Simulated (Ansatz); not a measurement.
KTaO3, response to strain

Start from KTaO3 in the cubic perovskite structure (space group Pm-3m, No. 221; a = 3.952 Å). Axes: x, y, z lie along the cube axes.

Strains are applied to the cell and any free atomic positions relax; under biaxial strain the out-of-plane vector relaxes too.

Computed with Ansatz (a first-principles code) LDA, without spin-orbit coupling.

```csv
"biaxial strain, plane normal [001], relaxed out of plane (%)",out-of-plane strain (%)
0,0.00
0.6,?
1.2,-0.39
1.8,-0.58
2.4,-0.76
3,-0.93
```

### Question
Fit ε⊥ = −νε + γε² (strains in %) to the rows shown and predict the withheld row.

### Answer
Least squares on the printed values gives ν = 0.34 (the biaxial Poisson response) and γ = 0.009 (largest residual 0.00 %); this predicts -0.20 %, and the run gives -0.20 %, in agreement.

Stability against distortions was not tested.
